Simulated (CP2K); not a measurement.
CP2K run on CoGa (Pm-3m, 2 atoms in the cell): self-consistent single point.

Computed with CP2K with PBE, GPW, DZVP-MOLOPT-SR-GTH basis, GTH-PBE potentials (GTH_POTENTIALS).

The change in words: lattice scaled by 0.98. Reference geometry:
```
CELL_PARAMETERS angstrom
      2.88000     0.00000     0.00000
      0.00000     2.88000     0.00000
      0.00000     0.00000     2.88000
ATOMIC_POSITIONS crystal
  Ga 0.50000 0.50000 0.50000
  Co 0.00000 0.00000 0.00000
```

Reference input (self-consistent single point, DFT PBE, GPW, DZVP-MOLOPT-SR-GTH basis, GTH-PBE potentials (GTH_POTENTIALS)): CUTOFF = 600 Ry; REL_CUTOFF = 40 Ry; SMEAR/METHOD = FERMI_DIRAC; ELECTRONIC_TEMPERATURE = 1160.45 K; KPOINTS/SCHEME = MONKHORST-PACK 8 8 8; GAMMA_CENTERED = T; XC_FUNCTIONAL = PBE; Ga/BASIS_SET = DZVP-MOLOPT-SR-GTH; Ga/POTENTIAL = GTH-PBE-q13; Co/BASIS_SET = DZVP-MOLOPT-SR-GTH; Co/POTENTIAL = GTH-PBE-q17; METHOD = GPW. This run's input differs from it in these lines:

```diff
@@ -63,5 +63,5 @@
     &CELL
-      A 2.88000000 0.00000000 0.00000000
-      B 0.00000000 2.88000000 0.00000000
-      C 0.00000000 0.00000000 2.88000000
+      A 2.82240000 0.00000000 0.00000000
+      B 0.00000000 2.82240000 0.00000000
+      C 0.00000000 0.00000000 2.82240000
       PERIODIC XYZ
```

Output (repeated stretches shortened):

```
 SCF WAVEFUNCTION OPTIMIZATION

  Step     Update method      Time    Convergence         Total energy    Change
     1 NoMix/Diag. 0.20E+00      -     1.75911059      -220.6605749101 -2.21E+02
     2 Broy./Diag. 0.20E+00      -     0.33308212      -216.9067927583  3.75E+00
     3 Broy./Diag. 0.20E+00      -     0.09225874      -221.4960817022 -4.59E+00
     4 Broy./Diag. 0.20E+00      -     0.06078154      -220.2065986006  1.29E+00
     5 Broy./Diag. 0.20E+00      -     0.00389907      -220.0389836472  1.68E-01
     6 Broy./Diag. 0.20E+00      -     0.00357000      -220.0208281842  1.82E-02
     7 Broy./Diag. 0.20E+00      -     0.00035802      -220.0536929097 -3.29E-02
     8 Broy./Diag. 0.20E+00      -     0.00043541      -220.0536620718  3.08E-05
     9 Broy./Diag. 0.20E+00      -     0.00000181      -220.0529559872  7.06E-04
    10 Broy./Diag. 0.20E+00      -     0.00000941      -220.0528546667  1.01E-04
    11 Broy./Diag. 0.20E+00      -     0.00000014      -220.0528476101  7.06E-06
  *** SCF run converged in    11 steps ***

  Overlap energy of the core charge distribution:               0.00000000001006
  Self energy of the core charge distribution:               -326.94291747957863
  Core Hamiltonian energy:                                     93.97951355320235
  Hartree energy:                                              38.26557610396208
  Exchange-correlation energy:                                -25.35354104221998
  Electronic entropic energy:                                  -0.00147874532224
  Fermi energy:                                                 0.45992416262677

  Total energy:                                              -220.05284761006746
  Total energy (extrapolated to T->0):                       -220.05210823740634

                     Mulliken Population Analysis

   [... lines left out ...]

 STRESS| Analytical stress tensor [bar]
 STRESS|                        x                   y                   z
 STRESS|      x        1.35339720927E+05   8.23551530211E-03   8.23552140659E-03
 STRESS|      y        8.23551530211E-03   1.35339380669E+05   8.23552219371E-03
 STRESS|      z        8.23552140659E-03   8.23552219371E-03   1.35340556347E+05
 STRESS| 1/3 Trace                                             1.35339885981E+05
```

The run converged in 11 iterations. Against the reference run the free energy rises by 29.6 meV/atom and the pressure goes from 0.70 to 13.53 GPa.

The starting cell has typed, rounded lattice constants, without a prior relaxation at this level. For this run, on top of that: lattice scaled by 0.98. Spin polarisation is off. Values carry the incompleteness of an atom-centred basis. With a pressure of about 14 GPa the cell is away from its equilibrium volume at this level.

Cost on one core of a shared machine: roughly 60 s.
